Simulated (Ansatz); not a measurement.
# Ta, response to strain

Base system: Ta in the bcc (W type) structure (space group Im-3m, No. 229; a = 3.306 Å; relaxed with 0.1 eV smearing).

Strains are applied to the cell and any free atomic positions relax.

Calculations: DFT with r2SCAN, PAW potentials and a 500 eV plane-wave cutoff in Ansatz (an electronic-structure program), spin-orbit coupling left out.

| case | pressure | volume per atom |
|---|---|---|
| base | 0.0 GPa | 18.07 Å³ |
| isotropic strain +0.50 % | -2.9 GPa | 18.34 Å³ |
| isotropic strain +1.00 % | -5.7 GPa | 18.62 Å³ |
| isotropic strain +1.50 % | -8.3 GPa | 18.89 Å³ |
| isotropic strain +2.00 % | -10.8 GPa | 19.17 Å³ |
| isotropic strain +2.50 % | -13.1 GPa | 19.46 Å³ |
| isotropic strain +3.00 % | -15.2 GPa | 19.74 Å³ |

Stability against distortions was not tested. The final runs are not spin-polarised.
